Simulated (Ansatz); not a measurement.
Electronic density of states of amorphous Si16Ba8O40, density 3.41 g/cm³, on a 2×2×2 Γ-centred mesh with a Gaussian width of 0.1 eV; energies count from the Fermi level, whose place inside the gap is arbitrary. Cell and mesh are small, so fine structure isn't converged. These are PBE, scalar-relativistic without spin-orbit coupling (plane waves to 420 eV, PAW; Ansatz, a program for electronic structure) values and carry that method's errors. Sampling: a 2×2×2 Γ-centred mesh; Fermi-Dirac width 0.02 eV; no spin polarisation. At PBE the levels at the filled edge of the gap are localised (band-tail or defect states), and the nearest spread-out levels lie 4.7 eV apart at the zone centre.

It comes from a melt-quench run on a machine-learned potential (CHGNet), relaxed afterwards by DFT. O atoms were pushed apart under 1.9 Å during the dynamics, to hinder bonds among them. The hot cell started wider than the set density and was brought back towards it in steps. It is the lowest in DFT energy of 2 quenches. It is a model cell: composition and starting density were chosen by hand, and all elements were melted together. No dispersion term was used. Its density started from a set value of 3.58 and ended at 3.41 g/cm³. The quench (nominally 300 K/ps over its main leg) was far faster than any real one, so the model tends to hold more defects than a real film. Values belong to this one cell and scatter from quench to quench. Volume and shape were free in the relaxation.

(E - EF (eV), states/(eV atom)): (-12.00, 0.54); (-11.90, 0.45); (-11.80, 0.22); (-11.70, 0.11); (-11.60, 0.14); (-11.50, 0.07); (-11.40, 0.01); (-11.30, 0.00); (-11.20, 0.00); (-11.10, 0.05); (-11.00, 0.13); (-10.90, 0.10); (-10.80, 0.02); (-10.70, 0.04); (-10.60, 0.16); (-10.50, 0.21); (-10.40, 0.14); (-10.30, 0.12); (-10.20, 0.15); (-10.10, 0.16); (-10.00, 0.11); (-9.90, 0.15); (-9.80, 0.20); (-9.70, 0.14); (-9.60, 0.13); (-9.50, 0.22); (-9.40, 0.30); (-9.30, 0.21); (-9.20, 0.10); (-9.10, 0.08); (-9.00, 0.05); (-8.90, 0.07); (-8.80, 0.13); (-8.70, 0.21); (-8.60, 0.21); (-8.50, 0.26); (-8.40, 0.33); (-8.30, 0.42); (-8.20, 0.34); (-8.10, 0.24); (-8.00, 0.32); (-7.90, 0.31); (-7.80, 0.10); (-7.70, 0.08); (-7.60, 0.16); (-7.50, 0.19); (-7.40, 0.31); (-7.30, 0.20); (-7.20, 0.19); (-7.10, 0.28); (-7.00, 0.30); (-6.90, 0.32); (-6.80, 0.15); (-6.70, 0.15); (-6.60, 0.33); (-6.50, 0.37); (-6.40, 0.38); (-6.30, 0.51); (-6.20, 0.45); (-6.10, 0.33); (-6.00, 0.35); (-5.90, 0.45); (-5.80, 0.54); (-5.70, 0.47); (-5.60, 0.43); (-5.50, 0.54); (-5.40, 0.60); (-5.30, 0.61); (-5.20, 0.57); (-5.10, 0.53); (-5.00, 0.55); (-4.90, 0.64); (-4.80, 0.67); (-4.70, 0.79); (-4.60, 0.85); (-4.50, 0.86); (-4.40, 0.77); (-4.30, 0.73); (-4.20, 0.84); (-4.10, 0.77); (-4.00, 0.65); (-3.90, 0.65); (-3.80, 0.76); (-3.70, 0.89); (-3.60, 0.77); (-3.50, 0.54); (-3.40, 0.51); (-3.30, 0.64); (-3.20, 0.60); (-3.10, 0.62); (-3.00, 0.81); (-2.90, 0.84); (-2.80, 0.76); (-2.70, 0.63); (-2.60, 0.58); (-2.50, 0.74); (-2.40, 0.70); (-2.30, 0.63); (-2.20, 0.61); (-2.10, 0.54); (-2.00, 0.30); (-1.90, 0.13); (-1.80, 0.02); (-1.70, 0.00); (-1.60, 0.00); (-1.50, 0.00); (-1.40, 0.00); (-1.30, 0.00); (-1.20, 0.00); (-1.10, 0.00); (-1.00, 0.00); (-0.90, 0.00); (-0.80, 0.00); (-0.70, 0.00); (-0.60, 0.00); (-0.50, 0.00); (-0.40, 0.00); (-0.30, 0.00); (-0.20, 0.00); (-0.10, 0.00); (0.00, 0.00); (0.10, 0.00); (0.20, 0.00); (0.30, 0.00); (0.40, 0.00); (0.50, 0.00); (0.60, 0.00); (0.70, 0.00); (0.80, 0.00); (0.90, 0.00); (1.00, 0.00); (1.10, 0.00); (1.20, 0.00); (1.30, 0.00); (1.40, 0.00); (1.50, 0.00); (1.60, 0.00); (1.70, 0.00); (1.80, 0.01); (1.90, 0.02); (2.00, 0.01); (2.10, 0.00); (2.20, 0.01); (2.30, 0.05); (2.40, 0.06); (2.50, 0.08); (2.60, 0.11); (2.70, 0.06); (2.80, 0.03); (2.90, 0.07); (3.00, 0.14); (3.10, 0.19); (3.20, 0.18); (3.30, 0.20); (3.40, 0.23); (3.50, 0.28); (3.60, 0.31); (3.70, 0.32); (3.80, 0.36); (3.90, 0.39); (4.00, 0.41); (4.10, 0.43); (4.20, 0.49); (4.30, 0.53); (4.40, 0.49); (4.50, 0.51); (4.60, 0.51); (4.70, 0.54); (4.80, 0.59); (4.90, 0.60)

The level gap on this mesh is 3.88 eV; the broadening fills part of it in the curve.
